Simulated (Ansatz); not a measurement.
Base system: RuSi (space group P2_13, No. 198; a = 4.690 Å). Axes: x, y, z lie along the cube axes.

Now apply this change: tensile biaxial strain of 1.14 % in the plane normal to [111], as in epitaxy on a mismatched substrate; the out-of-plane cell vector and the atoms relax.

Levels (all Ansatz, an electronic-structure program, PAW, earlier PAW set): PBEsol (420 eV, without spin-orbit coupling); r2SCAN (500 eV, scalar-relativistic without spin-orbit coupling).

The geometry is relaxed with PBEsol.

* **PBEsol lowest conduction level above the VBM at special points**: L 0.27 eV; P₂ 0.63 eV; P₀ 0.63 eV; T 0.66 eV
* **PBEsol smallest direct gap**: 0.32 eV
* **PBEsol width of the top valence band**: 1.08 eV

Predict the lowest conduction level above the VBM at special points, smallest direct gap and width of the top valence band from r2SCAN.

The lowest conduction level above the VBM at special points changes from L 0.27 eV; P₂ 0.63 eV; P₀ 0.63 eV; T 0.66 eV to L 0.34 eV; P₂ 0.75 eV; P₀ 0.75 eV; T 0.77 eV; the smallest direct gap goes up by 0.07 eV to 0.39 eV; the width of the top valence band increases by 0.09 eV (1.08 eV → 1.17 eV).

Single points use the geometry relaxed with PBEsol. Stability against distortions was not tested. The zero or small gap of RuSi can change with the level of theory. k-point labels follow each cell's own Brillouin zone.
